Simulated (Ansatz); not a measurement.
free sheet of monolayer 1T PtS2: Pt16S32, 3 atomic planes, area 177 Å², cell height 15.5 Å with vacuum; both faces free, started from the relaxed sheet, in-plane cell fixed at 1.000 times the relaxed lattice. Calculation: PBE (plane waves, PAW; Ansatz, a quantum-chemistry and plane-wave program). Mean temperature 873 K, 10.0 ps sampled after 5.1 ps of Langevin dynamics; k-points: Γ only; no spin polarisation or spin-orbit coupling.

```csv
plane (from the bottom),atoms,start height (Å),mean height (Å),spread of site heights (Å),"rms motion, normal (Å)","rms motion, in plane (Å)",in-plane shift from the start (Å),coordination
1,S16,-1.23,-1.25,0.01,0.15,0.12,0.01,3.0
2,Pt16,0.00,0.00,0.00,0.14,0.08,0.00,6.0
3,S16,1.23,1.25,0.01,0.15,0.12,0.01,3.0
```

```json
{
 "outer_plane_spacing": "1.25 Å against 1.23 Å at the start (+2 %)",
 "normal_motion_of_the_outer_planes_over_that_of_the_middle": "1.1",
 "in-plane diffusion": "none seen within 10.0 ps",
 "coordination_in_the_top_plane": "3-fold 100 %",
 "mean vibrational (phonon) frequency": "7.0 THz"
}
```

A denser in-plane k-mesh moves the forces of one frame by 0.04 eV/Å rms. Bonds are counted up to Pt-S 2.81 Å; heights count from the centre of mass.
